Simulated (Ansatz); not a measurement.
**Al2Cu: response to strain**

Consider Al2Cu (space group I4/mcm, No. 140; a = 6.006 Å, c = 4.790 Å). Axes: x, y, z lie along a, b, c of the conventional cell.

Strains are applied to the cell and any free atomic positions relax; under biaxial strain the out-of-plane vector relaxes too; under stress the whole cell relaxes.

All numbers come from r2SCAN/PAW in Ansatz (a quantum-chemistry and plane-wave program), without spin-orbit coupling.

Notes on the quantities. energy relative to the base: free energy F; pressure: mean of the normal stresses, compression positive.

```tsv
change	energy relative to the base	pressure	shortest interatomic distance	space group
base	0 meV/atom	0.0 GPa	2.395 Å	I4/mcm (No. 140)
biaxial strain −1.52 %, plane normal [001], relaxed out of plane	+4.7 meV/atom	1.9 GPa	2.432 Å	I4/mcm (No. 140)
biaxial strain +1.79 %, plane normal [001], relaxed out of plane	+6.5 meV/atom	-2.6 GPa	2.369 Å	I4/mcm (No. 140)
isotropic strain +1.22 %	+6.6 meV/atom	-3.8 GPa	2.424 Å	I4/mcm (No. 140)
isotropic strain +5.89 %	+130 meV/atom	-13.1 GPa	2.536 Å	I4/mcm (No. 140)
uniaxial strain ε_yy = −0.84 %	+0.6 meV/atom	1.0 GPa	2.395 Å	Ibam (No. 72)
uniaxial strain ε_zz = −2.70 %	+7.3 meV/atom	3.4 GPa	2.330 Å	I4/mcm (No. 140)
uniaxial stress, 8 GPa compression along z	+12 meV/atom	–	2.307 Å	I4/mcm (No. 140)
uniaxial stress, 0.5 GPa tension along x	+0.1 meV/atom	–	2.393 Å	Ibam (No. 72)
```

A biaxial case was relaxed in a doubled cell and then solved in the primitive one. Without a gap, meshes like the base's 12×12×12 leave anisotropic stresses uncertain by several tenths of a GPa, and small strain energies with them. Beyond what the load breaks, stability against distortions was not tested. All final runs are without spin polarisation.
